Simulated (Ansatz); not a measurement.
## Ni2Si: uniaxial strain ε_xx = +2.20 %

Take Ni2Si (space group Pnma, No. 62; a = 4.916 Å, b = 3.698 Å, c = 7.008 Å; non-magnetic) as the base. Axes: x, y, z lie along a, b, c of the conventional cell.

It is then changed as follows: the cell is stretched by 2.20 % along x with no lateral relaxation, atoms relaxed at fixed cell.

The values are results of Ansatz (a program for electronic structure) PBEsol, spin-orbit coupling left out, not measurements. Γ-centred 8×10×6 mesh, Fermi–Dirac width 0.05 eV.

The shortest interatomic distance is nearly the same (2.291 Å against 2.290 Å) and the energy goes up by 3.9 meV/atom. The pressure (mean of the normal stresses, compression positive) goes from zero to -4.0 GPa and the band gap is still zero. The largest internal atomic displacement is 0.029 Å and the stress (xx, yy, zz, yz, xz, xy; compression positive) comes out as (-5.2, -3.4, -3.3, 0.0, 0.0, 0.0) GPa (rough).

Final structure:

```
CELL_PARAMETERS angstrom
      5.02377     0.00000     0.00000
      0.00000     3.69821     0.00000
      0.00000     0.00000     7.00799
ATOMIC_POSITIONS crystal
  Ni 0.54018 0.25000 0.79541
  Ni 0.04018 0.25000 0.70459
  Ni 0.45982 0.75000 0.20459
  Ni 0.95982 0.75000 0.29541
  Ni 0.16906 0.25000 0.06071
  Ni 0.66906 0.25000 0.43929
  Ni 0.83094 0.75000 0.93929
  Ni 0.33094 0.75000 0.56071
  Si 0.71405 0.25000 0.11411
  Si 0.21405 0.25000 0.38589
  Si 0.28595 0.75000 0.88589
  Si 0.78595 0.75000 0.61411
```

Without a gap, meshes like the base's 8×10×6 leave anisotropic stresses uncertain by several tenths of a GPa, and small strain energies with them. Stability against distortions was not tested. Starting moments died away, wholly or in part, for the base; another magnetic solution may exist. All final runs are without spin polarisation.
